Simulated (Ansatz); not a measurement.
# Several settings converged on a (001) slab of MoTe2 (cut from a parent of space group no. 194; 6 atoms in the cell)

```xyz
6
Lattice="3.5306 0.0000 0.0000 -1.7653 3.0576 0.0000 0.0000 0.0000 24.6134" Properties=species:S:1:pos:R:3 pbc="T T T"
Te     1.7653     1.0192    17.6134
Te     0.0000     2.0384    10.6125
Te     0.0000     2.0384     7.0000
Te     1.7653     1.0192    14.0009
Mo     1.7653     1.0192     8.8063
Mo     0.0000     2.0384    15.8072
```

Base method: LDA (PW92), PAW files made with PBE (plane waves; Ansatz, a quantum-chemistry and plane-wave program).

Base settings: basis.ecutwfc = 420 eV; kpoints.mp_grid.grid = 7 7 1; hamiltonian.xc = lda; hamiltonian.pseudopotentials = {kind: paw} (the program's default PAW files); scf.occupations.method = fermi_dirac; scf.occupations.width = 0.01 eV.

The count of work is k-points × plane waves × bands × iterations; it is no time. 

**The vacuum**

The mesh stays at the base's, so the ladder's end is converged at best in this setting alone.

Only quantities that move along the ladder and can be compared are tabulated.

```csv
vacuum between outermost atoms (Å),free energy less the last step's (meV/atom),largest difference of a force vector from the last step's (eV/Å),count of work / last
3.0,-10.53,0.140,0.30
4.0,-11.50,0.095,0.36
5.0,-2.86,0.033,0.39
6.0,-0.42,0.007,0.45
7.0,0.00,0.001,0.43
8.0,0.03,0.000,0.46
10.0,0.00,0.000,0.51
12.0,0.01,0.000,0.55
14.0,0.01,0.000,0.61
17.0,0.01,0.000,0.68
20.0,0.00,0.000,0.75
25.0,0.00,0.001,0.88
30.0,0.00,0.000,1.0
```

Smallest vacuum between outermost atoms (Å) that holds the forces within 0.01 eV/Å of the last step, with all finer ones: 6.0, at 0.45 of the last step's count of work; the step before is off by 0.033 eV/Å.

Smallest vacuum between outermost atoms (Å) that holds the free energy within 5 meV/atom of the last step, with all finer ones: 5.0, at 0.39 of the last step's count of work; the step before is off by 11 meV/atom.

Two neighbours can agree and both be off: 3.0 and 4.0 differ by 0.97 meV/atom in the free energy, yet lie about 11 meV/atom from the last step.

**The k-point mesh**

Only quantities that move along the ladder and can be compared are tabulated.

| kpoints.mp_grid.grid | free energy less the last step's (meV/atom) | largest difference of a force vector from the last step's (eV/Å) | count of work / last |
|---|---|---|---|
| 2 2 1 | 249.13 | 0.219 | 0.045 |
| 3 3 1 | -35.48 | 0.246 | 0.075 |
| 4 4 1 | -17.80 | 0.015 | 0.091 |
| 5 5 1 | 1.14 | 0.007 | 0.11 |
| 6 6 1 | 0.36 | 0.006 | 0.16 |
| 7 7 1 | 0.16 | 0.000 | 0.18 |
| 8 8 1 | 0.12 | 0.001 | 0.23 |
| 9 9 1 | 0.01 | 0.000 | 0.27 |
| 11 11 1 | 0.00 | 0.000 | 0.36 |
| 13 13 1 | 0.00 | 0.000 | 0.48 |
| 15 15 1 | 0.00 | 0.000 | 0.61 |
| 17 17 1 | 0.00 | 0.000 | 0.75 |
| 20 20 1 | 0.00 | 0.000 | 1.0 |

Coarsest kpoints.mp_grid.grid that holds the forces within 0.01 eV/Å of the last step, with all finer ones: 5 5 1, at 0.11 of the last step's count of work; the step before is off by 0.015 eV/Å.

Coarsest kpoints.mp_grid.grid that holds the free energy within 2 meV/atom of the last step, with all finer ones: 5 5 1, at 0.11 of the last step's count of work; the step before is off by 18 meV/atom.

**The plane-wave cutoff**

The mesh stays at the base's, so the ladder's end is converged at best in this setting alone.

Only quantities that move along the ladder and can be compared are tabulated.

| basis.ecutwfc | free energy less the last step's (meV/atom) | largest difference of a force vector from the last step's (eV/Å) | count of work / last |
|---|---|---|---|
| 210 eV | 3463.89 | 0.557 | 0.13 |
| 250 eV | 601.57 | 0.119 | 0.16 |
| 295 eV | 57.03 | 0.034 | 0.20 |
| 355 eV | 3.44 | 0.002 | 0.28 |
| 420 eV | 1.64 | 0.002 | 0.35 |
| 505 eV | 0.47 | 0.001 | 0.47 |
| 630 eV | 0.18 | 0.000 | 0.65 |
| 840 eV | 0.00 | 0.000 | 1.0 |

Coarsest basis.ecutwfc that holds the free energy within 2 meV/atom of the last step, with all finer ones: 420 eV, at 0.35 of the last step's count of work; the step before is off by 3.4 meV/atom.

Coarsest basis.ecutwfc that holds the forces within 0.005 eV/Å of the last step, with all finer ones: 355 eV, at 0.28 of the last step's count of work; the step before is off by 0.034 eV/Å.

On the base run: the starting cell has typed, rounded lattice constants, without a prior relaxation at this level. The slab is cut from that crystal, and its faces are unrelaxed. Its lattice was rescaled by up to half a per cent. Spin polarisation is off.

Left out of this page: 1 run of the series outside the window shown, repeating another row's setting, or not comparable.

Keys are those of Ansatz 0.2.
